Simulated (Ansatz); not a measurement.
## What biaxial strain +1.25 %, plane normal [111], relaxed out of plane does to Ag

The reference is Ag in the fcc (Cu type) structure (space group Fm-3m, No. 225; a = 4.104 Å; relaxed with 0.1 eV smearing). Axes: x, y, z lie along the cube axes.

Perturbation: tensile biaxial strain of 1.25 % in the plane normal to [111], as in epitaxy on a mismatched substrate; the out-of-plane cell vector and the atoms relax.

Computed with r2SCAN in Ansatz (plane waves to 500 eV, PAW, no SOC). Γ-centred 28×28×28 mesh, Fermi–Dirac width 0.1 eV.

```json
[
 {"quantity": "volume per atom", "base": "17.28 Å³", "changed": "17.52 Å³", "shift": "+0.24 Å³"},
 {"quantity": "space group", "base": "Fm-3m (No. 225)", "changed": "R-3m (No. 166)", "shift": "–"},
 {"quantity": "shortest interatomic distance", "base": "2.902 Å", "changed": "2.893 Å", "shift": "-0.009 Å"},
 {"quantity": "energy relative to the base (free energy F)", "base": "0 meV/atom", "changed": "+2.7 meV/atom", "shift": "+2.7 meV/atom"},
 {"quantity": "pressure (mean of the normal stresses, compression positive)", "base": "0.0 GPa", "changed": "-1.3 GPa", "shift": "-1.3 GPa"},
 {"quantity": "band gap", "base": "zero", "changed": "zero", "shift": "–"},
 {"quantity": "out-of-plane strain", "base": "–", "changed": "-1.11 %", "shift": "–"},
 {"quantity": "ratio −ε⊥/ε∥", "base": "–", "changed": "0.88", "shift": "–"},
 {"quantity": "mean in-plane stress (compression positive)", "base": "–", "changed": "-1.9 GPa", "shift": "–"}
]
```

Whether these cells are dynamically stable was not tested.

Ansatz is an electronic-structure program.
